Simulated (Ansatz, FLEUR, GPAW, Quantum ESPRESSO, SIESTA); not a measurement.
**Code comparison for MgCu4Sn (F-43m, 6 atoms in the cell)**

Self-consistent single point, at a second geometry (lattice scaled by 0.98). First geometry:

```
CELL_PARAMETERS angstrom
      0.00000     3.45038     3.45038
      3.45038     0.00000     3.45038
      3.45038     3.45038     0.00000
ATOMIC_POSITIONS crystal
  Mg 0.75000 0.75000 0.75000
  Cu 0.87350 0.37550 0.37550
  Cu 0.37550 0.37550 0.87350
  Cu 0.37550 0.87350 0.37550
  Cu 0.37550 0.37550 0.37550
  Sn 0.00000 0.00000 0.00000
```

Shared settings, as Ansatz (a program for electronic structure) writes them: kpoints.mp_grid.grid = 9 9 9; scf.occupations.method = fermi_dirac; scf.occupations.width = 0.1 eV. Potentials and cutoffs stand in the table.

```tsv
code	model	ΔF from the first geometry (meV/atom)	pressure (GPa)	largest force (eV/Å)	cutoff
GPAW	PBEsol, GPAW PAW datasets PBEsol (made by gpaw-setup)	45.7	13.73	0.052	850 eV
FLEUR	PBEsol, all-electron FLAPW (FLEUR), scalar-relativistic valence	36.1	–	–	Kmax 3.8 1/bohr
SIESTA	GGA PBEsol, numerical atomic orbitals TZP, PseudoDojo PBEsol standard norm-conserving potentials (rewritten from UPF to PSML)	39.6	12.97	0.034	grid 350 Ry
Ansatz	PBEsol, PAW files made with PBE	39.8	12.80	0.053	default
Quantum ESPRESSO	PBEsol, GBRV 1.5 ultrasoft (PBESOL) pseudopotentials	41.6	11.61	0.053	50 Ry
```

For Quantum ESPRESSO (by 1.6 GPa) the energy change implies a higher mean pressure, against the two pressures, than for the other programs: a sign of finite-basis (Pulay) stress.

A dash marks a value that a program does not give, or that is left out as unsure.

On Ansatz's run: spin polarisation is off.

The spread over the programs that give each value: ΔF from the first geometry within 9.6 meV/atom; pressure within 2.12 GPa; largest force within 0.019 eV/Å.

SIESTA uses small atom-centred bases, whose incompleteness enters pressures, forces and empty levels differently from a plane-wave cutoff. FLEUR treats all electrons, but the usual bases taken here (sphere radii, linearisation, local orbitals, empty states) were not tested for convergence, so the values are no reference for the others. Ansatz's pressure is given at a fixed set of plane waves, as the other plane-wave codes print theirs; with its correction for the finite basis it is 12.87 GPa. In the pressure, Quantum ESPRESSO (by 1.19) lies more than 1 GPa from the median of the plane-wave programs.

The starting cell comes from a database of computed structures (which also holds hypothetical and non-ambient phases and stackings), without a prior relaxation at this level. Its lattice was rescaled by a random factor within 2.5 % of one. For this run, on top of that: lattice scaled by 0.98.

Left out of this page: ABINIT (with a known weakness of the program).

Keys are those of Ansatz 0.2.
